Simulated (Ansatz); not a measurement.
For ZnS (R3m, No. 160, 10 atoms in the cell; start COD 9013410; the formula has other measured phases), LDA in Ansatz (PAW) gives:

```
Item                        Value
-------------------  ------------
lattice parameter a       3.739 Å
c axis length            46.028 Å
cohesive energy      3.71 eV/atom
band gap                  2.17 eV
```

**Question.** What does HSE06 (Ansatz, a first-principles code, PAW) give for the same quantities?

**Answer.** 
- lattice constant a: 3.834 Å (rises by 2.5 %)
- lattice parameter c: 47.058 Å (rises by 2.2 %)
- cohesive energy: 2.98 eV/atom (drops by 0.73 eV/atom)
- band gap: 3.34 eV (rises by 1.17 eV)

Changes are worked out from the printed values.

Unless a cell is named, each level is at its own relaxed cell (LDA 18.58, HSE06 19.97 Å³/atom).

Density-functional gaps are differences of (generalised) Kohn–Sham levels.

Caveats: the relaxation could not lower the start's symmetry, so the cell can be a saddle point above a distorted one (LDA, HSE06). Ansatz's density-functional and Hartree–Fock values are scalar-relativistic unless marked +SOC, with PAW data made under PBE.
